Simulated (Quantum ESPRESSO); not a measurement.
## Short convergence ladders for the (001) slab of Se (cut from a parent of space group no. 152; 3 atoms in the cell)

```yaml
crystal:
  lattice:
    - [4.38311, 0.00000, 0.00000]
    - [-2.19156, 3.79589, 0.00000]
    - [0.00000, 0.00000, 17.30991]
  atoms:
    - { symbol: Se, position: [0.00000, 0.22500, 0.50000] }
    - { symbol: Se, position: [0.77500, 0.77500, 0.59561] }
    - { symbol: Se, position: [0.22500, 0.00000, 0.40439] }
```

Base method: LDA (PZ), PSlibrary PAW (LDA) pseudopotentials (plane waves; Quantum ESPRESSO).

Base settings: ecutwfc = 30 Ry; ecutrho = 180 Ry; occupations = smearing; smearing = fd; degauss = 0.000734986 Ry; mixing_mode = local-TF; potentials = {Se: Se.pz-n-kjpaw_psl.1.0.0.UPF}; K_POINTS = automatic 3 3 1 0 0 0; conv_thr = 1e-10 Ry; mixing_beta = 0.3.

The count of work is k-points × plane waves × bands × iterations; it is no time. Core times come from one kind of shared machine, to one figure; runs under 30 s give none.

**The vacuum**

The mesh stays at the base's, so the ladder's end is converged at best in this setting alone.

Only quantities that move along the ladder and can be compared are tabulated.

```csv
vacuum between outermost atoms (Å),free energy less the last step's (meV/atom),largest difference of a force vector from the last step's (eV/Å),gap on the mesh (eV)
3.0,-237.95,0.976,0.067
4.0,-42.28,0.220,0.277
5.0,-4.73,0.056,0.257
6.0,0.44,0.015,0.244
7.0,0.47,0.004,0.241
8.0,0.45,0.001,0.239
10.0,0.09,0.000,0.239
12.0,0.28,0.000,0.239
14.0,0.10,0.000,0.239
17.0,0.04,0.000,0.239
20.0,0.29,0.000,0.239
25.0,0.05,0.000,0.239
30.0,0.00,0.000,0.239
```

Smallest vacuum between outermost atoms (Å) that holds the forces within 0.02 eV/Å of the last step, with all finer ones: 6.0; the step before is off by 0.056 eV/Å.

Smallest vacuum between outermost atoms (Å) that holds the free energy within 1 meV/atom of the last step, with all finer ones: 6.0; the step before is off by 4.7 meV/atom.

Smallest vacuum between outermost atoms (Å) that holds the gap on the mesh within 0.01 eV of the last step, with all finer ones: 6.0; the step before is off by 0.018 eV.

**The k-point mesh**

Only quantities that move along the ladder and can be compared are tabulated.

| K_POINTS | free energy less the last step's (meV/atom) | largest difference of a force vector from the last step's (eV/Å) | count of work / last | core time / last (rough) |
|---|---|---|---|---|
| automatic 2 2 1 0 0 0 | -0.50 | 0.407 | 0.041 | – |
| automatic 3 3 1 0 0 0 | -16.39 | 0.064 | 0.055 | – |
| automatic 4 4 1 0 0 0 | -2.30 | 0.029 | 0.096 | – |
| automatic 5 5 1 0 0 0 | 0.52 | 0.024 | 0.12 | 0.2 |
| automatic 6 6 1 0 0 0 | 0.67 | 0.018 | 0.18 | 0.3 |
| automatic 8 8 1 0 0 0 | 0.01 | 0.003 | 0.30 | 0.4 |
| automatic 9 9 1 0 0 0 | -0.18 | 0.008 | 0.36 | 0.5 |
| automatic 10 10 1 0 0 0 | -0.16 | 0.007 | 0.45 | 0.5 |
| automatic 12 12 1 0 0 0 | -0.05 | 0.002 | 0.56 | 0.5 |
| automatic 14 14 1 0 0 0 | 0.02 | 0.001 | 0.78 | 0.9 |
| automatic 16 16 1 0 0 0 | 0.00 | 0.000 | 1.0 | 1 |

Coarsest K_POINTS that holds the forces within 0.005 eV/Å of the last step, with all finer ones: automatic 12 12 1 0 0 0; the step before is off by 0.007 eV/Å.

Coarsest K_POINTS that holds the free energy within 5 meV/atom of the last step, with all finer ones: automatic 4 4 1 0 0 0, at 0.096 of the last step's count of work; the step before is off by 16 meV/atom.

**The plane-wave cutoff**

Moved along: ecutrho.

The mesh stays at the base's, so the ladder's end is converged at best in this setting alone.

Only quantities that move along the ladder and can be compared are tabulated.

```tsv
ecutwfc	free energy less the last step's (meV/atom)	largest difference of a force vector from the last step's (eV/Å)	count of work / last
15 Ry	72.14	0.091	0.13
18 Ry	29.15	0.059	0.17
21 Ry	14.02	0.028	0.22
26 Ry	6.32	0.011	0.29
30 Ry	4.45	0.005	0.37
36 Ry	2.18	0.002	0.49
45 Ry	0.47	0.000	0.69
60 Ry	0.00	0.000	1.0
```

Coarsest ecutwfc that holds the forces within 0.02 eV/Å of the last step, with all finer ones: 26 Ry, at 0.29 of the last step's count of work; the step before is off by 0.028 eV/Å.

Coarsest ecutwfc that holds the free energy within 1 meV/atom of the last step, with all finer ones: 45 Ry; the step before is off by 2.2 meV/atom.

On the base run: the starting cell has typed, rounded lattice constants, without a prior relaxation at this level. The slab is cut from that crystal, and its faces are unrelaxed. Its lattice was rescaled by up to half a per cent. Spin polarisation is off, though cut faces can carry moments; a gap of a slab can lie between surface states. In the base run, forces exceed 1 eV/Å. Another mesh or the band path of this cell gives a smaller gap, so this value is not converged in the mesh.

Left out of this page: 1 run of the series outside the window shown, repeating another row's setting, or not comparable.
